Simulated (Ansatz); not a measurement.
Start from GaAs in the zinc blende structure (space group F-43m, No. 216).

```xyz
2
Lattice="0.0000 2.8328 2.8328 2.8328 0.0000 2.8328 2.8328 2.8328 0.0000" Properties=species:S:1:pos:R:3 pbc="T T T"
As     4.2492     4.2492     4.2492
Ga     0.0000     0.0000     0.0000
```

Computed with Ansatz (a first-principles code), r2SCAN, PAW, cutoff 500 eV, no spin-orbit coupling, earlier PAW set.

Before the change:

```
Item                                Result
-------------  ---------------------------
Hole mass      0.051, 0.34, 0.34 mₑ (at Γ)
Gap character                  direct at Γ
```

Perturbation: a negative pressure, −1 GPa.

Q: Predict the new hole mass.

A: The hole mass (degenerate bands, along [100]) goes from 0.051, 0.34, 0.34 mₑ (at Γ) to 0.046, 0.35, 0.35 mₑ (at Γ).

Q: What happens to the gap character?

A: The gap character is still direct at Γ.

Load acts through the strain it causes; cell and atoms are relaxed under it. Effective masses come from finite differences of ±0.01 Å⁻¹. Whether these cells are dynamically stable was not tested.
